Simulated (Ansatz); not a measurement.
The reference is VN in the rock salt structure (space group Fm-3m, No. 225).

```
VN
1.0
    0.00000     2.05846     2.05846
    2.05846     0.00000     2.05846
    2.05846     2.05846     0.00000
N V
1 1
Cartesian
  0.00000   0.00000   0.00000
  2.05846   2.05846   2.05846
```

Computed with PBE (Ansatz, a quantum-chemistry and plane-wave program, PAW, no spin-orbit coupling), earlier PAW set.

One change was made to it. Results:

The density grows by 0.06 g/cm³ (6.18 g/cm³ → 6.24 g/cm³); the shortest interatomic distance shrinks by 0.006 Å (2.058 Å → 2.052 Å).

**Question.** Name the change that was made.
(A) pressure 3 GPa
(B) pressure −1 GPa
(C) pressure −2 GPa
(D) pressure 0.7 GPa
(E) pressure 7.5 GPa

**Answer.** A, pressure 3 GPa. For comparison, the density in the other runs: pressure −1 GPa gives 6.16 g/cm³; pressure 7.5 GPa gives 6.32 g/cm³; pressure 0.7 GPa gives 6.20 g/cm³; pressure −2 GPa gives 6.14 g/cm³.

Load acts through the strain it causes; cell and atoms are relaxed under it. No phonon test of stability was made. Competing high-pressure phases were not computed. Starting moments died away, wholly or in part, for the base; another magnetic solution may exist. All final runs are without spin polarisation.
